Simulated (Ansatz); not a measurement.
Response to strain in hypothetical rock salt GaAs

The reference is GaAs in the rock salt structure (space group Fm-3m, No. 225; a = 5.3937 Å; a hypothetical phase, not in the database extracts checked; relaxed with 0.1 eV smearing). Axes: x, y, z lie along the cube axes.

Strains are applied to the cell and any free atomic positions relax; under biaxial strain the out-of-plane vector relaxes too; under stress the whole cell relaxes.

Calculations: PBE, PAW, 420 eV (Ansatz, a quantum-chemistry and plane-wave program; no SOC), earlier PAW set.

Notes on the quantities. pressure: mean of the normal stresses, compression positive; energy relative to the base: free energy F.

| variant | pressure | energy relative to the base | volume per atom |
|---|---|---|---|
| base | 0.0 GPa | 0 meV/atom | 19.61 Å³ |
| biaxial strain −0.16 %, plane normal [001], relaxed out of plane | 0.2 GPa | 0.0 meV/atom | 19.57 Å³ |
| biaxial strain −0.66 %, plane normal [110], relaxed out of plane | 0.4 GPa | +0.5 meV/atom | 19.50 Å³ |
| isotropic strain −3.98 % | 11.4 GPa | +71 meV/atom | 17.36 Å³ |
| uniaxial strain ε_xx = −1.26 % | 0.9 GPa | +1.4 meV/atom | 19.37 Å³ |
| uniaxial strain ε_zz = −1.93 % | 1.5 GPa | +3.4 meV/atom | 19.24 Å³ |
| uniaxial strain ε_zz = −0.56 % | 0.4 GPa | +0.3 meV/atom | 19.50 Å³ |
| tensor shear ε_yz = −1.32 % | 0.0 GPa | +0.6 meV/atom | 19.61 Å³ |
| tensor shear ε_xy = −3.70 % | 0.1 GPa | +4.8 meV/atom | 19.59 Å³ |
| uniaxial stress, 3 GPa tension along x | – | +6.0 meV/atom | 19.96 Å³ |

Stability under load was not tested beyond the relaxation. The final runs are not spin-polarised.
